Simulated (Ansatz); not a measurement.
An Ansatz (a program for electronic structure) input (r2SCAN+rVV10/PAW in Ansatz, no spin-orbit coupling):

Ansatz 0.2 input:
```yaml
crystal:
  lattice:
    - [4.1715639637, 0, 0]
    - [2.0857819819, 3.6126803661, 0]
    - [0, 0, 24.2475614425]
  atoms:
    - { symbol: Tl, position: [0.6666666667, 0.6666666667, 0.3093094544] }
    - { symbol: S, position: [0, 0, 0.3769593095] }
    - { symbol: Tl, position: [0.3333333333, 0.3333333333, 0.4446091645] }
    - { symbol: Tl, position: [0.6666666667, 0.6666666667, 0.5553908355] }
    - { symbol: S, position: [0, 0, 0.6230406905] }
    - { symbol: Tl, position: [0.3333333333, 0.3333333333, 0.6906905456] }
basis: { ecutwfc: 500, ecutrho_ratio: 4, xc_grid: 4, fft_grid_basis: typed }
kpoints: { mp_grid: { grid: [13, 13, 1] } }
hamiltonian:
  xc: r2scan
  dispersion: rvv10
  pseudopotentials: { kind: paw }
scf: { occupations: { method: fermi_dirac, width: 0.05 } }
relax: { f_tol: 0.01, max_steps: 60, cell: { stress_tol: 0.02, fix: [c, alpha, beta] } }
output: { forces: true, stress: true }
checkpoint: { write: state.ck, write_every: 1000 }
```

Question: Which symmetry and how many k-points will the program report, and about how many plane waves at Γ?

Answer: Space group P-3m1 (ITA 164) with 12 operations, k-points 21 of 169, and 9335 plane waves at Γ.

No phonon test of stability was made. The cell was made from Tl2S in the anti-CdI2 type structure (space group P-3m1, No. 164; a hypothetical phase, not in the database extracts checked) by this change: a free-standing slab of 2 layers (6 atoms, 3 a layer) is cut normal to the stacking axis, with 15 Å of vacuum and the in-plane cell relaxed.
